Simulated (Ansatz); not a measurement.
The starting structures come from a database of crystals and need not be the phases stable at ambient conditions.

 Where the default PAW files enter, the runs use the earlier of Ansatz's two default sets.

Evanescent states of Ba$_{2}$H$_{6}$Os (Fm-3m, not sure to be the ambient phase, 9 atoms a cell, 14.7 Å³ an atom) along the normal of (001)

Method: r2SCAN (plane waves, PAW; Ansatz, a quantum-chemistry and plane-wave program).

No gap correction and no spin-orbit coupling; mid-gap values are interpolated between computed energies.

Energies count from the valence-band top; κ is the least over a 6×6 mesh across the current.

| E (eV) | κ (1/Å) | where |
|---|---|---|
| 0.06 | 0.187 | Γ |
| 0.18 | 0.331 | Γ |
| 0.30 | 0.436 | off Γ |
| 0.42 | 0.428 | Γ |
| 0.54 | 0.415 | Γ |
| 0.66 | 0.402 | Γ |
| 0.78 | 0.389 | Γ |
| 0.90 | 0.374 | Γ |
| 1.02 | 0.359 | Γ |
| 1.14 | 0.343 | Γ |
| 1.26 | 0.325 | Γ |
| 1.38 | 0.307 | Γ |
| 1.50 | 0.286 | Γ |
| 1.62 | 0.264 | Γ |
| 1.74 | 0.238 | Γ |
| 1.86 | 0.209 | Γ |
| 1.98 | 0.174 | Γ |
| 2.10 | 0.128 | Γ |
| 2.22 | 0.043 | Γ |

Task: How thick must the barrier be to attenuate the transmission by 10^6 when the electrodes' Fermi level lies at 0.30 eV, and what attenuation does that film give at 0.18 eV?

Result: d = 6 ln 10 / (2 × 0.436) = 15.8 Å. At 0.18 eV it gives 6 × 0.331/0.436 = 4.6 decades.
